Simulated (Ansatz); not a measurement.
# TiB2: transverse stress against strain

TiB2 (AlB2 type, P6/mmm, 8.371 Å³/atom and stress up to 0.01 GPa in the relaxed cell, c along z) under a strain ε along c (axis z), the other axes held. PBEsol in Ansatz, a plane-wave DFT program (PAW, default set), 420 eV, 13×13×10 Γ-centred mesh, Fermi-Dirac smearing 0.05 eV; ions are relaxed, or left where forces stay under 0.02 eV/Å, within the symmetry of each cell. Stress is positive for a compressed cell.

Here s stands for strain and y for stress xx.

| strain (%) | stress xx (GPa) |
|---|---|
| -3.00 | ? |
| -1.50 | 1.82 |
| -1.00 | 1.19 |
| -0.50 | 0.58 |
| 0.00 | 0.00 |
| 0.50 | -0.56 |
| 1.00 | -1.09 |
| 1.50 | -1.59 |

Q: Using a straight line, estimate the missing y at s = -3.00 from the other rows, showing the fit.

A: Means: s 0, y 0.050. About the means, the sum of products is -7.9650 and the sum of squares of s is 7.0000; the slope is their ratio. Least squares gives y = 0.050 - 1.1379·s. Residuals (row less fit): 0.063, 0.002, -0.039, -0.050, -0.041, -0.002, 0.067; standard error 0.053 (degrees of freedom: 5). The slope gives the elastic constant C13 = about 110 GPa. At the withheld row, y = 0.050 - 1.1379 × (-3.0) = 3.464 GPa. The calculation gives 3.78 GPa, 0.316 GPa above the prediction (5.9 % of the range of y in the table). The row lies outside the fitted rows, so this is an extrapolation. From the scatter of the fitted rows alone, a prediction at this place has a standard error of 0.083 GPa, so the miss is 3.8 times that.

A polynomial of degree 2 through the 12 other runs of the series gives 3.83 there, so most of the miss is curvature that the fit leaves out. In a metal these values are sensitive to mesh and smearing; energies are taken to zero smearing, stresses follow the free energy. The runs aren't spin-polarised. Rows are the converged runs of the series near zero and its far end; series whose fitted rows scatter by over a few per cent of the range, as at a crossing or softening among them, aren't shown in this form, nor equations of state whose B0' disagrees with the runs' pressures. Most that stay on the fit to the last digits aren't either.
